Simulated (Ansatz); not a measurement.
**Ansatz (a quantum-chemistry and plane-wave program) run on HfW (R-3m, 2 atoms in the cell): self-consistent single point**

Method: LDA (PW92), default PAW files made with PBE (plane waves; Ansatz).

The input file:

Ansatz 0.2 input:
```yaml
crystal:
  lattice:
    - [1.509700, 0.871626, 4.823584]
    - [-1.509700, 0.871626, 4.823584]
    - [0.000000, -1.743251, 4.823584]
  atoms:
    - { symbol: Hf, position: [0.000000, 0.000000, 0.000000] }
    - { symbol: W, position: [0.500000, 0.500000, 0.500000] }
kpoints:
  mp_grid:
    grid: [10, 10, 10]
hamiltonian:
  xc: lda
  pseudopotentials:
    kind: paw
scf:
  occupations:
    method: cold
    width: 0.0147 Ry
output:
  forces: true
  eigenvalues: true
  stress: true
```

Log, with long lists cut:

```
WARN basis.ecutwfc = 420 eV, the default
WARN ansatz: RAYON_NUM_THREADS=1 ignored (pool sized by the plan → 1); use --threads N
basis.fft_grid_basis auto: the FFT boxes are laid along the combinations [[1, 0, -1], [0, 1, -1], [0, 0, 1]] of the cell's own vectors, 3.019, 3.019 and 5.129 …
Pseudopotentials: kind: paw
Pseudopotential: Hf, paw, valence charge 26
Pseudopotential: W, paw, valence charge 14
Crystal: 2 atoms, lattice volume = 38.084 Å³
Basis set: ecut = 420 eV, 719 PW (Γ), FFT grids on a1−a3, a2−a3, a3
Bands: 24, of which v1, the nominal top of the filled ones, is band 20 counted from 1 (19 counted from 0)
Symmetry: 12 space group operations
Space group: R-3m (ITA 166), of the structure as read, at distance tolerance 3.4e-5 Å
k-points: 116 of 1000
PAW frozen core: Hf, regenerated for the run's functional, and the local potential with it
PAW frozen core: W, regenerated for the run's functional, and the local potential with it
Initial density: superposition of atomic densities (neutral atoms: chi_scale 0, normalization atom), corrected by the library's trained network
Initial wavefunctions: pseudopotential atomic-orbital guess
Eigensolver: davidson
Functional: x = slater, c = lda
SCF iter   1: F=—  HF=-25605.757765 eV  |F-HF|=—  |Δ(HF+E_count)|=         —  Δρ=1.18e-2  dr2=1.24e-1  ethr=1.77e-3  ⟨swp⟩=4.9  Hψ=10250  notcnv=0
all-band conjugate gradients solve this SCF's bands
preconditioner: auto → Kerker (q_TF=auto, 2.751 Å⁻¹)
SCF iter   2: F=—  HF=-25605.748163 eV  |F-HF|=—  |Δ(HF+E_count)|=   9.60e-3  S|Δr|=    0.00e0  Δρ=6.50e-3  dr2=3.49e-2  ethr=3.09e-4  ⟨swp⟩=1.0  Hψ=3713  notcnv=0
SCF iter   3: F=—  HF=-25605.744531 eV  |F-HF|=—  |Δ(HF+E_count)|=   3.63e-3  S|Δr|=    0.00e0  Δρ=8.67e-4  dr2=1.87e-4  ethr=8.72e-5  ⟨swp⟩=1.9  Hψ=2971  notcnv=0
SCF iter   4: F=—  HF=-25605.744431 eV  |F-HF|=—  |Δ(HF+E_count)|=   1.00e-4  S|Δr|=    0.00e0  Δρ=4.40e-4  dr2=5.00e-5  ethr=4.68e-7  ⟨swp⟩=2.2  Hψ=4993  notcnv=0
SCF iter   5: F=—  HF=-25605.744409 eV  |F-HF|=—  |Δ(HF+E_count)|=   2.21e-5  S|Δr|=    0.00e0  Δρ=2.04e-4  dr2=1.17e-5  ethr=1.25e-7  ⟨swp⟩=2.0  Hψ=3645  notcnv=0
SCF iter   6: F=—  HF=-25605.744405 eV  |F-HF|=—  |Δ(HF+E_count)|=   3.71e-6  S|Δr|=    0.00e0  Δρ=5.30e-5  dr2=8.94e-7  ethr=2.93e-8  ⟨swp⟩=2.1  Hψ=4221  notcnv=0
SCF iter   7: F=-25605.744405 eV  HF=-25605.744405 eV  |F-HF|=8.56e-9  |Δ(HF+E_count)|=   1.60e-7  S|Δr|=    0.00e0  Δρ=8.45e-6  dr2=2.46e-8  ethr=2.50e-10  ⟨swp⟩=5.5  Hψ=11911  notcnv=0
SCF 1 converged in 7 iterations: F = -25605.744405 eV  dr2 = 2.46e-8
SCF converged after 7 iterations
Stability not checked (fill_not_monotonic)
Free energy (F): -25605.744405 eV
Harris-Foulkes:  -25605.744405 eV  (|F-HF|=8.56e-9)
Internal energy: -25605.747873 eV  (E = F + TS)
E sigma→0 (E₀):  -25605.745561 eV
Entropy (-TS):   0.003468 eV (1.734 meV/atom)
Fermi energy:    20.356515 eV
Step filling:    the computed levels leave a gap of 0.0043 eV = 0.0 smearing widths
--- Per-component energies (eV) ---
  E_band       = -45.096640
  E_kinetic    = 873.869029
  E_local      = -6022.625411  (includes V_loc(G=0)·N_el)
  E_nonlocal   = -1225.094928
  E_hartree    = 2775.701864
  E_xc         = -561.679204
  E_vxc        = -504.334519  (∫ρ·V_xc dr)
  E_paw        = -14996.335311  (= ΣΔE_a)
  E_vpaw       = 1281.686753  (= ΣTr[D̂ρ^β])
  E_aug_tail   = -0.000063  (compensation charges beyond the density's cutoff)
  E_ewald      = -6452.324245
  E_core_change = 2.740396  (= ΣΔE_core)
  E_smearing   = 0.003468  (= −TS)
  E_closure    = -0.000000  (closes the sum)
  Σ components = -25605.744405   (vs F -25605.744405, Δ=0.00e0)
--- Forces (eV/Å), atoms counted from 1 ---
  atom   1  Hf     0.00000000     0.00000000     0.00000000
  atom   2  W     -0.00000000     0.00000000     0.00000000
  max |Σ_I F_I| component: 1.58e-30 eV/Å
--- Stress (GPa, compression-positive) ---
      -11.694532       0.000000      -0.000000
        0.000000     -11.694532      -0.000000
        0.000000      -0.000000     -13.044039
  P = ⅓ Tr σ = -12.1444 GPa (-121.444 kbar)
  The stress holds the Pulay correction. Without it, at fixed plane waves, as pw.x and ABINIT print it: P = -12.1771 GPa
--- Band table (eV; the first three rows and the last of 116) ---
  k-point 0: bands = ["-53.2995", "-41.0274", "-17.5499", "-17.2271", "-17.2271", "-9.7114", "-9.2891", "-9.2891", "8.9177", "9.0030", "9.0030", "9.0104", "9.0511", "9.0511", "9.0513", "12.4028", "15.8908", "19.9668", "19.9668", "20.8318", [...]
  k-point 1: bands = ["-53.2964", "-41.0201", "-17.5411", "-17.2760", "-17.2387", "-9.7020", "-9.3896", "-9.3117", "8.9253", "9.0014", "9.0064", "9.0139", "9.0409", "9.0452", "9.0505", "12.7580", "16.2305", "19.6274", "20.2293", "20.2767", [...]
  k-point 2: bands = ["-53.2882", "-41.0008", "-17.5182", "-17.4023", "-17.2689", "-9.6772", "-9.6456", "-9.3705", "8.9458", "8.9964", "9.0146", "9.0159", "9.0243", "9.0309", "9.0487", "13.7405", "17.0978", "18.8955", "19.4979", "20.5849", [...]
  k-point 115: bands = ["-53.2995", "-41.0280", "-17.5278", "-17.2268", "-17.2268", "-9.7733", "-9.2910", "-9.2910", "8.9165", "9.0007", "9.0007", "9.0072", "9.0484", "9.0484", "9.0513", "14.3212", "14.7792", "19.2441", "20.2870", "20.2870", [...]
```

The run converged in 7 iterations.

The starting cell was generated: these elements placed on a structure prototype, without a prior relaxation; it need not be a known phase or ordering of this composition. Its lattice was rescaled by a random factor within 2.5 % of one. Spin-orbit coupling is off. Spin polarisation is off. With a pressure of about -12 GPa the cell is away from its equilibrium volume at this level. Ansatz's pressure includes its estimate of the finite-basis (Pulay) stress.
